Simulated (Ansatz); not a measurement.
# Fermi-surface data of V2N (P-31m)

Data:

```xyz
9
Lattice="4.8506 0.0000 0.0000 -2.4253 4.2007 0.0000 0.0000 0.0000 4.4900" Properties=species:S:1:pos:R:3 pbc="T T T"
V      3.2236     0.0000     3.3794
V      1.6269     0.0000     1.1106
V     -1.6118     2.7917     3.3794
V     -0.8135     1.4090     1.1106
V      0.8135     1.4090     3.3794
V      1.6118     2.7917     1.1106
N      0.0000     0.0000     0.0000
N      0.0000     2.8005     2.2450
N      2.4253     1.4002     2.2450
```

Computed with PBEsol, rigid bands (plane waves, PAW, scalar-relativistic; Ansatz, a first-principles code). How the cell was made: cell and atoms relaxed with PBEsol.

density of states at the Fermi level: 4.75 states/(eV·cell), both spins
bare Sommerfeld coefficient: 1.24 mJ/(mol of atoms·K²)
Drude plasma energy: 3.3 (x), 3.3 (y), 4.1 (z) eV
root-mean-square Fermi velocity: 3.1e5 m/s
resistivity times τ: 45 (x), 45 (y), 29 (z) ×10⁻²² Ω·m·s

A metal at this level (no band gap); rigid bands, thermally averaged at 300 K, both spins. Spin-orbit coupling is left out. τ is one relaxation time for all states.

Computed structure with no diffraction record at hand here (it may be known, metastable or hypothetical): V2N (P-31m). Treated as nonmagnetic (a ferromagnetic start lost its moment, other orders weren't tried): V2N (P-31m).
